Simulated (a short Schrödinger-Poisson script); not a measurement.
System: MOS inversion layer, SiO2 on p-type Si(100), at 300 K.

From the gate side: 1 nm SiO2; 190 nm Si, acceptors 5e18 cm⁻³.

The device is made up for the run: typed textbook-type constants, with dimensions and the other settings drawn at random. SiO2: permittivity 3.9, conduction-band edge (eV) 3.15, gap (eV) 9, electron mass (mₑ) 0.5. Si: permittivity 11.7, conduction-band edge (eV) 0, gap (eV) 1.124, Nv at 300 K (cm⁻³) 3.1e19.

Channel valleys (confinement mass, in-plane density-of-states mass, number): Δ2 0.916, 0.19, 2; Δ4 0.19, 0.417, 4. At the gate the conduction-band edge of layer 1 lies 3.73 eV − eVg above the Fermi level of the channel; the field vanishes at the back. Gaps are held at their typed values at every temperature. Mesh 0.03 nm at interfaces.

From a short Schrödinger-Poisson script (our own, NumPy): 1D Poisson equation in equilibrium, electrons quantum, Hartree (BenDaniel-Duke, 12 states a valley, the channel's in-plane mass for all, wave functions free to enter the dielectric), parabolic valleys, classical holes, full ionisation, no traps, pinning or gate leakage.

```tsv
Vg (V)	electrons (cm⁻²)	C (μF/cm²)	Δ2 E0 (meV from the Fermi level)	Δ4 E0 (meV from the Fermi level)
0.95	2.03e9	0.542	199.5	295.2
1	9.29e9	0.561	160.1	257.0
1.05	4.09e10	0.669	121.6	219.7
1.1	1.55e11	0.994	86.6	185.9
1.15	4.36e11	1.47	59.1	159.6
1.2	8.89e11	1.85	39.4	141.0
1.25	1.46e12	2.09	24.9	127.6
1.3	2.10e12	2.24	13.6	117.5
1.35	2.79e12	2.33	4.2	109.2
1.4	3.51e12	2.40	-3.9	102.3
1.45	4.26e12	2.45	-11.0	96.2
1.5	5.01e12	2.49	-17.6	90.8
1.55	5.79e12	2.52	-23.6	85.8
1.6	6.57e12	2.55	-29.2	81.3
1.65	7.36e12	2.57	-34.6	77.0
```

Gate voltages with under 1e9 electrons/cm² are left out.

Problem. At Vg = 1.65 V the lowest Δ2 subband lies at -34.6 meV from the Fermi level. How many electrons does it hold, and what share of all?

Solution. The two-dimensional density of states is g m/(πħ²) = 1.59e11 cm⁻² meV⁻¹ (both spins), kT = 25.9 meV, so n = D kT ln(1 + exp(−E/kT)) = 6.44e12 cm⁻², 0.88 of the 7.36e12 cm⁻² in all.

Problem. Compare the slope of the sheet density between 1.55 and 1.65 V with the geometric capacitance of the layers between gate and channel.

Solution. q Δn/ΔV = 2.52 μF/cm²; ε0/Σ(t/ε) = 3.45 μF/cm². The ratio is 0.73: the channel acts as a further capacitance in series.
